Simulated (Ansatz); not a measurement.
Sr₃AsN (Pm-3m, No. 221, 5 atoms in the cell; start mp-1013555) was calculated with HSE06 (Ansatz, a quantum-chemistry and plane-wave program, plane waves, PAW).

Run with plane-wave cutoff 520 eV, 6×6×6 k mesh, scalar-relativistic PAW data made under PBE.

Computed at the level's own relaxed cell.

```xyz
5
Lattice="5.0820 0.0000 0.0000 0.0000 5.0820 0.0000 0.0000 0.0000 5.0820" Properties=species:S:1:pos:R:3 pbc="T T T"
Sr     0.0000     2.5410     2.5410
Sr     2.5410     0.0000     2.5410
Sr     2.5410     2.5410     0.0000
As     0.0000     0.0000     0.0000
N      2.5410     2.5410     2.5410
```

Give the elastic tensor (Voigt notation, GPa, ions relaxed, in the Cartesian axes of the cell as printed).


```
  118.9    18.6    18.6     0.0     0.0     0.0
   18.6   118.9    18.6     0.0     0.0     0.0
   18.6    18.6   118.9     0.0     0.0     0.0
    0.0     0.0     0.0    38.4     0.0     0.0
    0.0     0.0     0.0     0.0    38.4     0.0
    0.0     0.0     0.0     0.0     0.0    38.4
```

Note: the relaxation could not lower the start's symmetry, so the cell can be a saddle point above a distorted one.

Static lattice: no zero-point or thermal effects.

A start named mp-… is a Materials Project structure, which need not be a measured phase.
